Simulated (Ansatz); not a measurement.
We consider MgTe (P6₃/mmc, No. 194, 4 atoms in the cell; start mp-1017510; a measured phase of this formula has another space group), described by PBE0 (Ansatz, a first-principles code, plane waves, PAW).

Numerical settings: plane-wave cutoff 460 eV, 9×9×4 k mesh (along the axes of the cell as run), Fermi–Dirac smearing 0.01 eV, scalar-relativistic PAW data made under PBE.

Cell (relaxed with PBEsol):

```cif
data_Mg2Te2
_chemical_formula_sum 'Mg2 Te2'
_space_group_name_H-M_alt 'P 1'
_space_group_IT_number 1
_cell_length_a 4.17856
_cell_length_b 4.17856
_cell_length_c 6.81596
_cell_angle_alpha 90.000
_cell_angle_beta 90.000
_cell_angle_gamma 120.000
loop_
_space_group_symop_operation_xyz
  'x, y, z'
loop_
_atom_site_label
_atom_site_type_symbol
_atom_site_fract_x
_atom_site_fract_y
_atom_site_fract_z
_atom_site_occupancy
Mg1 Mg 0.00000 0.00000 0.50000 1
Mg2 Mg 0.00000 0.00000 0.00000 1
Te1 Te 0.33333 0.66667 0.25000 1
Te2 Te 0.66667 0.33333 0.75000 1
```

### Question
Estimate the band gap that the calculation returns.

### Answer

- band gap: 2.16 eV (on the SCF k mesh)

Note: cell and atoms aren't relaxed at this level (pressure 0.7 GPa).

Spin–orbit coupling is not included; with these elements it can move the gap by several tenths of an eV or more.

Static lattice: no zero-point or thermal effects.

A start named mp-… is a Materials Project structure, which need not be a measured phase.
